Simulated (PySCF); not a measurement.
PySCF 2.14.0, B3LYP/def2-svp, df: Al(CF3)(Cl)(F) ([F][Al]([Cl])[C](F)(F)F), 7 atoms. The geometry is a generated start, not checked to be a minimum at this level.

| Property | Result |
|---|---|
| task | energy |
| method | b3lyp |
| basis | def2-svp |
| two-electron scheme | density fitting |
| mol.max_memory | 3000 MB |
| mf.max_cycle | 100 |
| mf.init_guess | minao (default) |
| mf.DIIS | CDIIS (default) |
| mf.diis_space | 8 (default) |
| mf.conv_tol | 1e-09 (default) |
| mf.grids.level | 3 (default) |
| basis functions | 106 |
| grid points | 109232 |

```xyz
7

Al    -0.1020     0.2772     1.1665
C      0.1374    -0.2696    -0.8268
F     -0.7804     0.4099    -1.5568
F     -0.0581    -1.5720    -1.1136
F      1.3344     0.0450    -1.3629
Cl    -1.4614     1.6894     1.5844
F      0.9300    -0.5799     2.1091
```

One run each on 2 threads, 1 BLAS thread. Values of level_shift (Hartree) tried: 0 (default), 0.1, 0.3, 1.

Task: Predict the course of the Fock builds along this series.

Result: Fewest Fock builds, within one of each other: 0 (default) with 13, 0.1 with 12. The count rises to 36 at 1. All converge to one solution.

```csv
level_shift (Hartree),Fock builds,end
0 (default),13,same solution
0.1,12,same solution
0.3,15,same solution
1,36,same solution
```
